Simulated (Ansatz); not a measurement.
```xyz
4
Lattice="3.2570 0.0000 0.0000 -1.6285 2.8206 0.0000 0.0000 0.0000 5.3061" Properties=species:S:1:pos:R:3 pbc="T T T"
Ga     0.0000     1.8804     0.0006
Ga     1.6285     0.9402     2.6537
N      0.0000     1.8804     1.9998
N      1.6285     0.9402     4.6528
```

No spin polarisation.

Method: PBE, PAW, 420 eV (Ansatz, a program for electronic structure; spin-orbit coupling left out). Settings: 12×12×6 k-points, 0.05 eV Fermi–Dirac smearing.

Task: What is the computed electron mass?

Result: 0.13 mₑ along c, 0.14 mₑ across (at Γ).

Task: Predict the band gap.

Result: 1.47 eV.

Task: What is the computed valence-band top at Γ (three highest levels, from the VBM)?

Result: 0.00, 0.00, -0.03 eV.

The cells carry an imposed strain or load. Effective masses come from finite differences of ±0.01 Å⁻¹. No phonon test of stability was made. The cell was made from GaN in the wurtzite structure (space group P6_3mc, No. 186) by this change: isotropic strain +1.20 %.
